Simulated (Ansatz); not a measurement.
**MgTe: pressure series**

Take MgTe in the zinc blende structure (space group F-43m, No. 216; a = 6.439 Å) as the base.

Cell and atoms are relaxed at each pressure.

Calculations: PBEsol, PAW, 420 eV (Ansatz, a program for electronic structure; scalar-relativistic without spin-orbit coupling).

Computed cases, in order: pressure −2 GPa; pressure −1 GPa; 0 GPa (base); pressure 0.9 GPa; pressure 2.1 GPa; pressure 4.5 GPa; pressure 9 GPa; pressure 15 GPa; pressure 22.5 GPa; pressure 30 GPa.

Between which two neighbouring cases does the gap turn between direct and indirect?

Between pressure 2.1 GPa (2.58 eV, direct at Γ) and pressure 4.5 GPa (2.55 eV, indirect, Γ → X). The whole series: pressure −2 GPa: 2.08 eV, direct at Γ; pressure −1 GPa: 2.22 eV, direct at Γ; 0 GPa (base): 2.35 eV, direct at Γ; pressure 0.9 GPa: 2.45 eV, direct at Γ; pressure 2.1 GPa: 2.58 eV, direct at Γ; pressure 4.5 GPa: 2.55 eV, indirect, Γ → X; pressure 9 GPa: 2.41 eV, indirect, Γ → X; pressure 15 GPa: 2.25 eV, indirect, Γ → X; pressure 22.5 GPa: 2.06 eV, indirect, Γ → X; pressure 30 GPa: 1.90 eV, indirect, Γ → X.

With Te present, leaving out spin-orbit coupling can change the band edges. Load acts through the strain it causes; cell and atoms are relaxed under it. Stability against distortions was not tested. Tetrahedral semiconductors of this kind turn to denser phases somewhere between about 1 and 50 GPa; those were not computed, so compressed cells here can lie past the real transition.
